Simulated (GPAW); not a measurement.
Worked example: self-consistent single point of Na3In (Fm-3m, 4 atoms in the cell) in GPAW

Method: PBEsol, GPAW PAW datasets PBEsol (made by gpaw-setup) (plane waves; GPAW 25.7.0).

Input as run:

```python
from ase import Atoms
from ase.units import GPa
from gpaw import GPAW

atoms = Atoms(['Na', 'Na', 'Na', 'In'],
              cell=[[0.000000, 3.877232, 3.877232],
                    [3.877232, 0.000000, 3.877232],
                    [3.877232, 3.877232, 0.000000]],
              positions=[[1.938616, 1.938616, 1.938616],
                         [5.815848, 5.815848, 5.815848],
                         [3.877232, 3.877232, 3.877232],
                         [0.000000, 0.000000, 0.000000]],
              pbc=True)

calc = GPAW(mode={'name': 'pw', 'ecut': 850},
            xc='PBEsol',
            kpts=(5, 5, 5),
            occupations={'name': 'fermi-dirac', 'width': 0.1},
            nbands=-10,
            convergence={'forces': 0.001},
            symmetry={'symmorphic': False, 'tolerance': 0.0005},
            maxiter=120,
            txt='-')

atoms.calc = calc

energy = atoms.get_potential_energy()
print('Energy (eV):', round(energy, 6))
forces = atoms.get_forces()
print('Forces (eV/Ang):')
print(forces.round(5))
stress = atoms.get_stress()
print('Stress (GPa, Voigt):', (stress / GPa).round(4))
```

Output (repeated stretches shortened):

```
Input parameters:
  convergence: {forces: 0.001}
  kpts: [5 5 5]
  maxiter: 120
  mode: {ecut: 850,
         name: pw}
  nbands: -10
  occupations: {name: fermi-dirac,
                width: 0.1}
  symmetry: {symmorphic: False,
             tolerance: 0.0005}
  xc: PBEsol

species:
  Na:
    name: Sodium
    Z: 11.0
    valence: 7
    core: 4
    charge: 0.0
    file: Na.PBEsol.gz

    # Using partial waves for Na as LCAO basis

  In:
    name: Indium
    Z: 49.0
    valence: 13
    core: 36
    charge: 0.0
    file: In.PBEsol.gz

    # Using partial waves for In as LCAO basis

Reference energy: -173126.556785  # eV

Spin-paired calculation

Convergence criteria:
 Maximum [total energy] change in last 3 cyles: 0.0005 eV / valence electron
 Maximum integral of absolute [dens]ity change: 0.0001 electrons / valence electron
 Maximum integral of absolute [eigenst]ate change: 4e-08 eV^2 / valence electron
 Maximum change in the atomic [forces] across last 2 cycles: 0.001 eV/Ang OR
Maximum error relative to the maximum force is below inf
 Maximum number of scf [iter]ations: 120

Symmetries present (total): 48
Symmetries with fractional translations: 0
125 k-points: 5 x 5 x 5 Monkhorst-Pack grid
10 k-points in the irreducible part of the Brillouin zone
       k-points in crystal coordinates                weights
   0:     0.00000000    0.00000000    0.00000000          1/125
   1:     0.20000000    0.20000000    0.00000000          6/125
   2:     0.20000000    0.20000000    0.20000000          8/125
   [... 7 lines left out ...]

Wave functions: Plane wave expansion
  Cutoff energy: 850.000 eV
  Number of coefficients (min, max): 6523, 6581
  Pulay-stress correction: 0.000000 eV/Ang^3 (de/decut=0.000000)

Occupation numbers: Fermi-Dirac:
  width: 0.1000  # eV

Eigensolver

Densities:
  Coarse grid: 40*40*40 grid
  Fine grid: 80*80*80 grid
  Total Charge: 0.000000

Density mixing:
  Method: separate
  Backend: pulay
  Linear mixing parameter: 0.05
  old densities: 5
  Damping of long wavelength oscillations: 50

Hamiltonian:
  XC and Coulomb potentials evaluated on a 80*80*80 grid
  External potential:
    NoExternalPotential

XC parameters: PBEsol with 2 nearest neighbor stencil

Number of atoms: 4
Number of atomic orbitals: 30
Number of bands in calculation: 27
Number of valence electrons: 34
Bands to converge: occupied

Density initialized from atomic densities
  27 bands from LCAO basis set

Atomic positions and initial magnetic moments

Positions:
   0 Na     1.938616    1.938616    1.938616    ( 0.0000,  0.0000,  0.0000)
   1 Na     5.815848    5.815848    5.815848    ( 0.0000,  0.0000,  0.0000)
   2 Na     3.877232    3.877232    3.877232    ( 0.0000,  0.0000,  0.0000)
   3 In     0.000000    0.000000    0.000000    ( 0.0000,  0.0000,  0.0000)

Unit cell:
           periodic     x           y           z      points  spacing
  1. axis:    yes    0.000000    3.877232    3.877232    40     0.1119
  2. axis:    yes    3.877232    0.000000    3.877232    40     0.1119
  3. axis:    yes    3.877232    3.877232    0.000000    40     0.1119

  Lengths:   5.483234   5.483234   5.483234
  Angles:   60.000000  60.000000  60.000000

Effective grid spacing dv^(1/3) = 0.1221

     iter     time        total  log10-change:
                         energy   eigst   dens  force
iter:   1 --:--:--    -7.749444
iter:   2 --:--:--    -7.737436   -1.67  -1.57
iter:   3 --:--:--    -7.654997   -1.88  -1.60
iter:   4 --:--:--    -7.686461   -2.95  -2.09
iter:   5 --:--:--    -7.627555   -2.76  -2.23
iter:   6 --:--:--    -7.628167   -4.00  -2.83
iter:   7 --:--:--    -7.628026c  -5.46  -2.93
iter:   8 --:--:--    -7.626164c  -4.06  -2.96
iter:   9 --:--:--    -7.626033c  -5.34  -3.54
iter:  10 --:--:--    -7.626033c  -6.14  -3.77
iter:  11 --:--:--    -7.626027c  -6.37  -4.07c
iter:  12 --:--:--    -7.626028c  -7.59c -4.81c
iter:  13 --:--:--    -7.626028c  -8.33c -4.79c -16.92c

Converged after 13 iterations.

Dipole moment: (0.000000, 0.000000, 0.000000) |e|*Ang

Energy contributions relative to reference atoms: (reference = -173126.556785)

Kinetic:        +13.902657
Potential:      -12.132244
External:        +0.000000
XC:              -9.443985
Entropy (-ST):   -0.070266
Local:           +0.082676
SIC:             +0.000000
--------------------------
Free energy:     -7.661161
Extrapolated:    -7.626028

Showing only first 2 kpts
 Kpt  Band  Eigenvalues  Occupancy
  0    15      3.03926    0.00001
  0    16      3.03926    0.00001
  0    17      3.03926    0.00001
  0    18      3.21965    0.00000

  1    15      1.36751    1.98097
  1    16      2.36690    0.00946
  1    17      2.36690    0.00946
  1    18      4.23256    0.00000

Fermi level: 1.83202

No gap
No difference between direct/indirect transitions
Energy (eV): -7.626028

Forces in eV/Ang:
  0 Na   -0.00000   -0.00000    0.00000
  1 Na   -0.00000    0.00000   -0.00000
  2 Na    0.00000   -0.00000    0.00000
  3 In    0.00000    0.00000    0.00000

Stress tensor:
     0.000856    -0.000000    -0.000000
    -0.000000     0.000856    -0.000000
    -0.000000    -0.000000     0.000856
Stress (GPa, Voigt): [ 0.1372  0.1372  0.1372 -0.     -0.     -0.    ]
```

The run converged in 13 iterations. GPAW prints stress with tension positive.

The starting cell comes from a database of computed structures (which also holds hypothetical and non-ambient phases and stackings), without a prior relaxation at this level. Its lattice was rescaled by a random factor within 2.5 % of one.

Cost on one core of a shared machine: roughly 60 s.
